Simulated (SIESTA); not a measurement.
Input and output of a self-consistent single point for CaCd2 (P1, 6 atoms in the cell) (SIESTA).

Method of the run: LDA PW92, numerical atomic orbitals DZP, PseudoDojo LDA standard norm-conserving potentials (rewritten from UPF to PSML) run with SIESTA 5.4.2.

The change in words: atoms moved at random. Reference geometry:
```xyz
6
Lattice="-2.4689 3.7888 4.1979 2.4689 -3.7888 4.1979 2.4689 3.7888 -4.1979" Properties=species:S:1:pos:R:3 pbc="T T T"
Ca     0.0000     1.8944     4.5459
Ca     2.4689     1.8944    -0.3480
Cd     0.0000     3.4260     1.3815
Cd     2.4689     0.3628     2.8164
Cd     0.0000     0.3628     1.3815
Cd     2.4689     3.4260     2.8164
```

Reference input (self-consistent single point, DFT, LDA PW92, numerical atomic orbitals DZP, PseudoDojo LDA standard norm-conserving potentials (rewritten from UPF to PSML)): XC.functional = LDA; XC.authors = PW92; potentials = PseudoDojo LDA standard; PAO.BasisSize = DZP; PAO.EnergyShift = 0.01 Ry; MeshCutoff = 300 Ry; kgrid.MonkhorstPack = 4 4 4; OccupationFunction = FD; ElectronicTemperature = 0.1 eV; MaxSCFIterations = 150; SCF.Mixer.Method = Broyden; SCF.Mixer.Weight = 0.25. This run's input differs from it in these lines:

```diff
@@ -18,8 +18,8 @@
 %block AtomicCoordinatesAndAtomicSpecies
-     0.000000000    1.894420000    4.545873423  1
-     2.468935000    1.894420000   -0.348003423  1
-    -0.000000000    3.426020682    1.381519017  2
-     2.468935000    0.362819318    2.816350983  2
-    -0.000000000    0.362819318    1.381519017  2
-     2.468935000    3.426020682    2.816350983  2
+     0.016033264    1.955533989    4.477154291  1
+     2.524505789    1.920434175   -0.351227387  1
+    -0.011786696    3.383850892    1.430592117  2
+     2.386916979    0.387909017    2.805486895  2
+    -0.026706470    0.358723582    1.375780529  2
+     2.517844602    3.360064555    2.855819357  2
 %endblock AtomicCoordinatesAndAtomicSpecies
```

The program printed (abridged):

```
        iscf     Eharris(eV)        E_KS(eV)     FreeEng(eV)     dDmax    Ef(eV) dHmax(eV)
   scf:    1   -21128.065691   -21165.083262   -21165.185235  0.566173 -2.349866 12.127886
   scf:    2   -21180.954864   -21174.378154   -21174.482505  0.468814 -2.652005  4.266619
   scf:    3   -21176.422498   -21175.684025   -21175.786306  0.180112 -2.785482  1.112825
   scf:    4   -21175.724237   -21175.721180   -21175.823534  0.044304 -2.816203  0.367697
   scf:    5   -21175.712031   -21175.724956   -21175.828225  0.026956 -2.802953  0.300466
   [... 2 lines left out ...]
   scf:    8   -21175.731071   -21175.731060   -21175.833995  0.000312 -2.817889  0.010374
   scf:    9   -21175.731090   -21175.731076   -21175.834000  0.000312 -2.818443  0.004561
   scf:   10   -21175.731088   -21175.731082   -21175.834002  0.000198 -2.818707  0.000293
   scf:   11   -21175.731083   -21175.731082   -21175.834002  0.000013 -2.818769  0.000146
SCF Convergence by DM+H criterion
max |DM_out - DM_in|         :     0.0000128908
max |H_out - H_in|      (eV) :     0.0001458380
SCF cycle converged after 11 iterations

Using DM_out to compute the final energy and forces

siesta: E_KS(eV) =           -21175.7311

siesta: E_KS - E_eggbox =    -21175.7311

siesta: Atomic forces (eV/Ang):
     1   -0.091436   -0.409032    0.641507
     2   -0.258016   -0.017620   -0.193861
     3    0.281668    0.125923   -0.259377
     4    0.400296   -0.061581    0.075922
     5   -0.061456    0.100021    0.051497
     6   -0.277216    0.261676   -0.318349
   Tot   -0.006159   -0.000614   -0.002660
   Max    0.641507
   Res    0.267398    sqrt( Sum f_i^2 / 3N )
   Max    0.641507    constrained

   [... lines left out ...]
siesta: FreeEng =    -21175.834002
   [... lines left out ...]
siesta:     0.032977    0.000095   -0.000469
siesta:     0.000095    0.011778   -0.000563
siesta:    -0.000469   -0.000563    0.022260

siesta: Cell volume =        157.074215 Ang**3

siesta: Pressure (static):
siesta:                Solid            Molecule  Units
siesta:          -0.00024330         -0.00029056  Ry/Bohr**3
siesta:          -0.02233833         -0.02667770  eV/Ang**3
siesta:         -35.78994708        -42.74238945  kBar
```

The run converged in 11 iterations. Against the reference run the free energy rises by 15.0 meV/atom, the pressure goes from -3.91 to -3.58 GPa and the largest force goes from 0.153 to 0.766 eV/Å.

The starting cell comes from a database of computed structures (which also holds hypothetical and non-ambient phases and stackings), without a prior relaxation at this level. For this run, on top of that: atoms moved at random. Values carry the incompleteness of an atom-centred basis. With a pressure of about -4 GPa the cell is away from its equilibrium volume at this level.
